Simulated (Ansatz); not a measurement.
## Response to strain in SnO2

Start from SnO₂ in the rutile structure (space group P4_2/mnm, No. 136; a = 4.769 Å, c = 3.211 Å). Axes: x, y, z lie along a, b, c of the conventional cell.

Strains are applied to the cell and any free atomic positions relax; under biaxial strain the out-of-plane vector relaxes too.

Levels (all Ansatz, a first-principles code, PAW, earlier PAW set): PBEsol (420 eV, without spin-orbit coupling); r2SCAN (500 eV, without spin-orbit coupling); HSE06 (420 eV, scalar-relativistic without spin-orbit coupling); PBEsol+SOC (420 eV, with spin-orbit coupling).

Band gaps by level, all at the geometries relaxed with PBEsol:

| case | PBEsol | r2SCAN | HSE06 | PBEsol+SOC |
|---|---|---|---|---|
| base | 0.92 eV | 1.70 eV | 2.76 eV | 0.93 eV |
| biaxial strain −1.91 %, plane normal [001], relaxed out of plane | 1.10 eV | 1.90 eV | ? | 1.11 eV |
| isotropic strain −3.10 % | 2.01 eV | 2.86 eV | 3.95 eV | 2.02 eV |
| isotropic strain −1.53 % | 1.44 eV | ? | ? | 1.45 eV |

**Question.** Some entries are withheld; estimate them.

**Answer.** 
- biaxial strain −1.91 %, plane normal [001], relaxed out of plane, HSE06: 2.96 eV
- isotropic strain −1.53 %, r2SCAN: 2.25 eV
- isotropic strain −1.53 %, HSE06: 3.33 eV

Single points use the geometry relaxed with PBEsol. Differences between runs with and without spin-orbit coupling are approximate. Whether these cells are dynamically stable was not tested.
